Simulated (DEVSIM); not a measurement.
System: abrupt GaAs n-p junction, at 300 K.

Layer 1 from the left is GaAs, thickness (μm) 1.50, Nd (cm⁻³) 3.9e16, τn (s) 8e-9, τp (s) 8e-9. Layer 2 from the left is GaAs, thickness (μm) 120, Na (cm⁻³) 5.2e16, τn (s) 8e-10, τp (s) 8e-9.

Left contact: ohmic. Right contact: ohmic. Voltage is applied to the left contact. Recombination: SRH at mid-gap, radiative. Mobility is constant in doping.

Constants are typed, rounded textbook-type inputs, not results; the design itself was drawn at random and stands for no fabricated device. Values at 300 K.

GaAs: gap (eV) 1.424, affinity (eV) 4.07, permittivity 12.9, Nc (cm⁻³) 4.7e17, Nv (cm⁻³) 9e18, μn (cm²/Vs) 8500, μp (cm²/Vs) 400, B (cm³/s) 2e-10.

Problem. Estimate by hand the built-in potential, the peak field at zero bias, the capacitance at 1.5 V, and compare with a numerical solution.

Solution. 
- Built-in potential: ni = √(Nc Nv) exp(−Eg/2kT) = 2250000 cm⁻³ with Eg = 1.424 eV; Vbi = kT/q ln(Na Nd/ni²) = 1.226 V; numerical 1.226 V.
- Peak field at zero bias: depletion approximation: W = √(2εVbi/(qN)) = 0.280 μm with N = 2.23e16 cm⁻³; field = 2Vbi/W = 87600 V/cm; numerical 85700 V/cm (estimate above by 2.2 %).
- Capacitance at 1.5 V: C = √(qεN / 2(Vbi + |V|)) = 27.3 nF/cm²; numerical 27.6 nF/cm² (estimate below by 0.97 %).

Simulated with DEVSIM: 1D drift-diffusion, Boltzmann statistics, complete ionisation; no tunnelling, impact ionisation, image-force lowering or self-heating.
